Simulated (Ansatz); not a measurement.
System: Mn5Ge3 (P6₃/mcm, No. 193; cell taken from a computed entry). Method: LDA (plane waves, PAW; Ansatz, a quantum-chemistry and plane-wave program).

Run with plane-wave cutoff 500 eV, 6×6×8 k mesh (along the axes of the cell as run), Fermi–Dirac smearing 0.05 eV, spin-polarised start, scalar-relativistic PAW data made under PBE.

Computed at the level's own relaxed cell.

Problem. Estimate the equilibrium volume per atom, lattice constant a and lattice parameter c that the calculation returns.

Solution. 
- equilibrium volume per atom: 12.31 Å³/atom
- lattice constant a: 6.902 Å
- lattice parameter c: 4.776 Å

The run finds no gap.

Note: the magnetic order was assumed, not searched for or taken from measurement; the relaxation could not lower the start's symmetry, so the cell can be a saddle point above a distorted one.
